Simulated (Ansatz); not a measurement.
A relaxation of cell and atoms of TiB₂Mo (Amm2, 4 atoms in the cell) with Ansatz (a first-principles code).

Method: PBEsol, default PAW files made with PBE (plane waves; Ansatz).

The change in words: atoms on their sites; basis.ecutwfc: 420 eV → 250 eV; relax: default → cell and atoms. Reference geometry:
```yaml
crystal:
  lattice:
    - [3.06714, 0.00000, 0.00000]
    - [0.00000, 1.58076, 4.20052]
    - [0.00000, -1.58076, 4.20052]
  atoms:
    - { symbol: Ti, position: [0.00000, 0.15325, 0.15325] }
    - { symbol: B, position: [0.50000, 0.55875, 0.55875] }
    - { symbol: B, position: [0.00000, 0.43994, 0.43994] }
    - { symbol: Mo, position: [0.50000, 0.85402, 0.85402] }
```

Reference input (self-consistent single point, DFT, PBEsol, plane waves, default PAW files made with PBE): basis.ecutwfc = 420 eV; kpoints.mp_grid.grid = 9 9 9; hamiltonian.xc = pbesol; hamiltonian.pseudopotentials = {kind: paw} (the program's default PAW files); scf.occupations.method = gaussian; scf.occupations.width = 0.1 eV. This run's input differs from it in these lines:

Ansatz 0.2 input:
```diff
@@ -6,3 +6,3 @@
   atoms:
-    - { symbol: Ti, position: [0.00000000, 0.15325200, 0.15325200] }
+    - { symbol: Ti, position: [0.00000000, 0.14730000, 0.14730000] }
     - { symbol: B, position: [0.50000000, 0.55875000, 0.55875000] }
@@ -11,3 +11,3 @@
 basis:
-  ecutwfc: 420.0
+  ecutwfc: 250.0
 kpoints:
@@ -19,2 +19,4 @@
   occupations: { method: gaussian, width: 0.1 }
+relax:
+  cell: {}
 output:
```

Output, abridged:

```
   [... SCF lines of the steps left out ...]
relax step   1: F+E_penalty+E_count = -7678.27040966 eV  Δ(F+E_penalty+E_count) = +0.000e0 eV  max|allowed force component| = 7.531e-2 eV/Å  Δτ_max = 0.0000 Å  P = -1.349 GPa  Ω = 40.732 Å³  (7 SCF iters, dr2 threshold 1.00e-7 eV, accepted)
relax step   2: F+E_penalty+E_count = -7678.34434411 eV  Δ(F+E_penalty+E_count) = -7.393e-2 eV  max|allowed force component| = 1.551e-1 eV/Å  Δτ_max = 0.0081 Å  P = +1.829 GPa  Ω = 40.452 Å³  energy of the carried Pulay correction = +7.854e-2 eV  (6 [...]
   [... lines left out ...]
relax step  17: F+E_penalty+E_count = -7678.26652803 eV  Δ(F+E_penalty+E_count) = +3.807e-4 eV  max|allowed force component| = 1.290e-3 eV/Å  Δτ_max = 0.0001 Å  P = +0.001 GPa  Ω = 40.537 Å³  energy of the carried Pulay correction = -3.816e-4 eV  (6 [...]
relax step  18: F+E_penalty+E_count = -7678.26661113 eV  Δ(F+E_penalty+E_count) = -8.311e-5 eV  max|allowed force component| = 1.286e-3 eV/Å  Δτ_max = 0.0000 Å  P = +0.008 GPa  Ω = 40.537 Å³  stress off target by 3.22e-2 GPa  SCF on the basis [...]
basis re-selected at this cell: Δ(F+E_penalty+E_count) = -8.311e-5 eV, ΔP = +0.006 GPa vs the last step
the relaxation is at rest under the 4 symmetry operations that the run kept from its start: a minimum is not shown …
Stability not checked: this state was not tested for a lower state beside it, because too few of the mixer's solves of this state at the end of the SCF gave a …
Free energy (F): -7678.266611 eV
Internal energy: -7678.263913 eV  (E = F + TS)
   [... lines left out ...]
Fermi energy:    17.523420 eV
  cell:  # Å, volume = 40.5366 Å³
   [... lines left out ...]
    - [0.0, -1.5791068771711485, 4.198658990771694]
  atoms:
    - { symbol: Ti, position: [0.0, 0.14760956885856227, 0.14760956885856227] }
    - { symbol: B, position: [0.49999999999999994, 0.5581934398178213, 0.5581934398178213] }
    - { symbol: B, position: [0.0, 0.44031159249893365, 0.44031159249893365] }
    - { symbol: Mo, position: [0.49999999999999994, 0.8538953988246827, 0.8538953988246827] }
```

The run converged.  The full log also holds: “iter 5 did not close the SCF: its close was put off for the readings that it lacked (scf_convergence_deferred on its scf_iter line)”. The full log also holds: “iter 4 did not close the SCF: its close was put off for the readings that it lacked (scf_convergence_deferred on its scf_iter line)”.

Summary of the result:
| Property | Result |
|---|---|
| Free energy E − TS (on the zero of these files) | -7678.2666 eV |
| Fermi level (on the code's own zero) | 17.52 eV |
| Pressure | 0.01 GPa |
| Largest force (vector length) | 0.001 eV/Å |
| Final cell | a = 3.057 Å, b = c = 4.486 Å, α = 41.22°, β = γ = 90.00° |
| Final volume per atom | 10.13 Å³ |
| Relaxation steps | 18 |

The starting cell comes from a database of computed structures (which also holds hypothetical and non-ambient phases and stackings), without a prior relaxation at this level. Its lattice was rescaled by up to half a per cent. Spin polarisation is off. The relaxation keeps the symmetry of its start, so its end need not be a minimum. Ansatz's pressure includes its estimate of the finite-basis (Pulay) stress. Without the estimate this run gives -45.08 GPa. The cutoff lies below the one recommended for these files.

Cost on one core of a shared machine: roughly 2 min.
